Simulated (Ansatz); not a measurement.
Effect of tensor shear ε_xy = +0.78 % on CsPbCl3

Base system: CsPbCl3 in the cubic perovskite structure (space group Pm-3m, No. 221; a = 5.6188 Å). Axes: x, y, z lie along the cube axes.

One thing is altered: a pure shear with ε_xy = ε_yx = 0.0078; the atoms relax in the strained cell.

Level of theory: DFT with PBEsol, PAW potentials and a 420 eV plane-wave cutoff in Ansatz (a program for electronic structure), no SOC. k-mesh 6×6×6 (Γ-centred); smearing 0.05 eV (Fermi–Dirac).

The volume per atom stays 35.48 Å³ and the space group changes from Pm-3m (No. 221) to Cmmm (No. 65). The shortest interatomic distance remains 280.9 pm and the energy hardly moves. The pressure (mean of the normal stresses, compression positive) stays 0.00 GPa and the band gap shrinks by 0.03 eV to 1.80 eV. The gap character comes out as direct at T and the hole mass stays 0.17 mₑ (at R). The valley order (the lowest conduction-band minima on the path, energy above the VBM, named in the base's zone) changes from R along ⟨111⟩ 1.83 eV; Γ 3.24 eV to R along [111] 1.80 eV; M along [101] 2.42 eV; Γ 3.24 eV and the stress (xx, yy, zz, yz, xz, xy; compression positive) is (0.00, 0.00, 0.00, 0.00, 0.00, -0.07) GPa.

Final structure:

```yaml
crystal:
  lattice:
    - [5.61875, 0.04383, 0.00000]
    - [0.04383, 5.61875, 0.00000]
    - [0.00000, 0.00000, 5.61875]
  atoms:
    - { symbol: Cs, position: [0.00000, 0.00000, 0.00000] }
    - { symbol: Pb, position: [0.50000, 0.50000, 0.50000] }
    - { symbol: Cl, position: [0.00000, 0.50000, 0.50000] }
    - { symbol: Cl, position: [0.50000, 0.50000, 0.00000] }
    - { symbol: Cl, position: [0.50000, 0.00000, 0.50000] }
```

Spin-orbit coupling, missing from the scalar runs, can matter with Pb. Masses are band curvatures over ±0.01 Å⁻¹ around the edge. Whether these cells are dynamically stable was not tested. Many cubic perovskites are stable only at high temperature; tilts and polar distortions were not tested. This is not the structure that CsPbCl3 has at room temperature and ambient pressure. k-point labels follow each cell's own Brillouin zone.
